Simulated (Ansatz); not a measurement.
An Ansatz (a quantum-chemistry and plane-wave program) run: TiO2 with a change (uniaxial stress, 5 GPa tension along x); r2SCAN (Ansatz, PAW, spin-orbit coupling left out), earlier PAW set.

Input:

Ansatz 0.2 input:
```yaml
crystal:
  lattice:
    - [-1.8890005407, 1.8890005407, 4.7943384897]
    - [1.8890005407, -1.8890005407, 4.7943384897]
    - [1.8890005407, 1.8890005407, -4.7943384897]
  atoms:
    - { symbol: Ti, position: [0.5, 0.5, 0] }
    - { symbol: Ti, position: [0.25, 0.75, 0.5] }
    - { symbol: O, position: [0.2927837437, 0.2927837437, 0] }
    - { symbol: O, position: [0.0427837437, 0.5427837437, 0.5] }
    - { symbol: O, position: [0.4572162563, 0.9572162563, 0.5] }
    - { symbol: O, position: [0.7072162563, 0.7072162563, 0] }
basis: { ecutwfc: 500, ecutrho_ratio: 4, xc_grid: 4, fft_grid_basis: typed }
kpoints: { mp_grid: { grid: [12, 12, 12] } }
hamiltonian:
  xc: r2scan
  dispersion: none
  pseudopotentials: { azcp: { folder: ./paw }, kind: paw }
scf: { occupations: { method: fermi_dirac, width: 0.05 } }
relax: { f_tol: 0.005, max_steps: 50, cell: { stress_tol: 0.01, sigma_target: [-5, 0, 0, 0, 0, 0] } }
output: { forces: true, stress: true }
checkpoint: { write: state.ck, write_every: 1000 }
```

Output (explanatory and most iteration lines left out):

```
Relaxation: its limit of steps is 50 (relax.max_steps)
Pseudopotential: Ti, paw, valence charge 12
Pseudopotential: O, paw, valence charge 6
Crystal: 6 atoms, lattice volume = 68.431 Å³
Basis set: ecut = 500 eV, 1693 PW (Γ), exchange–correlation on 180×180×180 points (64 copies of the dense FFT grid, shifted against one another)
Bands: 30, of which v1, the nominal top of the filled ones, is band 24 counted from 1 (23 counted from 0)
Symmetry: 8 space group operations
k-points: 280 of 1728
Functional: x = r2scan, c = r2scan; τ floored in thin density (d = 2e-4 eV/Å³)
SCF iter   1: F=—  HF=-7292.802860 eV  |F-HF|=—  |Δ(HF+E_count)|=         —  Δρ=7.77e-2  dr2=4.37e0  dr2_τ=7.13e-1  ethr=3.10e-3  ⟨swp⟩=5.7  Hψ=30389  notcnv=0
SCF iter   2: F=—  HF=-7293.200093 eV  |F-HF|=—  |Δ(HF+E_count)|=   3.97e-1  Δρ=8.61e-2  dr2=4.24e0  dr2_τ=5.19e-1  ethr=3.10e-3  ⟨swp⟩=3.3  Hψ=18657  notcnv=0  defer=461
SCF 1 converged in 9 iterations: F = -7292.659298 eV  dr2 = 5.26e-8
relax step   1: F+E_penalty+E_count = -7292.65929765 eV  Δ(F+E_penalty+E_count) = +0.000e0 eV  max|allowed force component| = 1.121e-3 eV/Å  Δτ_max = 0.0000 Å  P = -0.002 GPa  Ω = 68.431 Å³  (9 SCF iters, dr2 threshold 1.00e-7 eV, accepted)
[... steps on the carried basis left out ...]
relax step   8: F+E_penalty+E_count = -7292.63688686 eV  Δ(F+E_penalty+E_count) = -2.926e-4 eV  max|allowed force component| = 1.769e-4 eV/Å  Δτ_max = 0.0000 Å  P = -1.669 GPa  Ω = 68.830 Å³  stress off target by 2.87e-3 GPa  SCF on the basis re-selected at this cell (its energy is not comparable with the rows above)  (8 SCF iters)
SCF converged after 8 iterations
Free energy (F): -7292.636887 eV
Internal energy: -7292.636887 eV  (E = F + TS)
E sigma→0 (E₀):  -7292.636887 eV
Fermi energy:    8.042107 eV
--- Forces (eV/Å), atoms counted from 1 ---
  atom   1  Ti     0.00000000    -0.00000000     0.00017693
  atom   2  Ti     0.00000000     0.00000000    -0.00017693
  atom   3  O      0.00000000     0.00000000     0.00016035
  atom   4  O      0.00000000    -0.00000000     0.00007716
  atom   5  O      0.00000000    -0.00000000    -0.00016035
  atom   6  O      0.00000000     0.00000000    -0.00007716
--- Stress (GPa, compression-positive) ---
       -5.001623       0.000000       0.000000
        0.000000      -0.002867      -0.000000
        0.000000      -0.000000      -0.001130
  P = ⅓ Tr σ = -1.6685 GPa (-16.685 kbar)
--- Relaxed structure (7 steps of the walk, 7 accepted, 1 SCFs on fresh bases) ---
  cell:  # Å, volume = 68.8297 Å³
    - [-1.9287238117721845, 1.8813473089803432, 4.742163839707773]
    - [1.9287238117721845, -1.8813473089803432, 4.742163839707773]
    - [1.9287238117721845, 1.8813473089803432, -4.742163839707773]
  atoms:
    - { symbol: Ti, position: [0.4975070862254382, 0.4975070862254382, 1.5930464143699625e-35] }
    - { symbol: Ti, position: [0.2524929137745618, 0.7524929137745618, 0.49999999999999994] }
    - { symbol: O, position: [0.2916729286190272, 0.2916729286190272, -5.416357808857873e-35] }
    - { symbol: O, position: [0.04116767342548793, 0.541167673425488, 0.49999999999999994] }
    - { symbol: O, position: [0.4583270713809729, 0.9583270713809728, 0.5] }
    - { symbol: O, position: [0.7088323265745119, 0.7088323265745119, 3.1860928287399257e-36] }
```

Load acts through the strain it causes; cell and atoms are relaxed under it. sigma_target is in GPa, compression positive, in the order xx, yy, zz, yz, xz, xy. Stability under load was not tested beyond the relaxation. The final runs are not spin-polarised. The cell was made from TiO₂ in the anatase structure (space group I4_1/amd, No. 141) by this change: uniaxial stress, 5 GPa tension along x.
